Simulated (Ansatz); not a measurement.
Start from Mg in the hcp (Mg type) structure (space group P6_3/mmc, No. 194; a = 3.175 Å, c = 5.163 Å; relaxed with 0.1 eV smearing). Axes: x lies along a and z along c of the hexagonal cell.

Calculations: DFT with PBEsol, PAW potentials and a 420 eV plane-wave cutoff in Ansatz (a first-principles code), scalar-relativistic without spin-orbit coupling.

Now apply this change: an isotropic linear strain of −1.00 %, atoms relaxed at fixed cell.

Question: Predict the stress tensor and what it implies for the stiffness.

Answer: Stress of the strained cell less that of the base (GPa, compression positive):
```
    1.2     0.0     0.0
    0.0     1.2     0.0
    0.0     0.0     1.2
```

Then B = −ΔP/(ΔV/V₀) with ΔV/V₀ = -0.0297 gives secant stiffness values (nonlinear terms included at this strain): B (at held cell shape, above the free-shape value) ≈ 40 GPa.

Whether these cells are dynamically stable was not tested.
